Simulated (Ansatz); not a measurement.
## BaTiO3: pressure series

Base system: BaTiO$_{3}$ (space group P4mm, No. 99; a = 3.9851 Å, c = 4.2043 Å).

Cell and atoms are relaxed at each pressure.

The values are results of PBE (Ansatz, an electronic-structure program; PAW; 420 eV plane waves; no spin-orbit coupling), earlier PAW set, not measurements.

Notes on the quantities. enthalpy: H = E + PV relative to the base's energy.

```
case                   enthalpy  shortest interatomic distance     density
----------------  -------------  -----------------------------  ----------
base                          –                        1.811 Å  5.80 g/cm³
pressure −1 GPa   -0.08 eV/atom                        1.804 Å  5.73 g/cm³
pressure 1.8 GPa  +0.15 eV/atom                        1.823 Å  5.91 g/cm³
pressure 4.2 GPa  +0.34 eV/atom                        1.838 Å  6.03 g/cm³
pressure 9 GPa    +0.72 eV/atom                        1.869 Å  6.23 g/cm³
pressure 18 GPa   +1.40 eV/atom                        1.950 Å  6.53 g/cm³
pressure 30 GPa   +2.27 eV/atom                        1.921 Å  6.83 g/cm³
pressure 45 GPa   +3.31 eV/atom                        1.891 Å  7.16 g/cm³
pressure 60 GPa   +4.30 eV/atom                        1.865 Å  7.46 g/cm³
```

Load acts through the strain it causes; cell and atoms are relaxed under it. Whether these cells are dynamically stable was not tested. Competing high-pressure phases were not computed. The final runs are not spin-polarised. Along this pressure series the structure jumps between pressure 9 GPa and pressure 18 GPa; cells beyond that are another form of it.
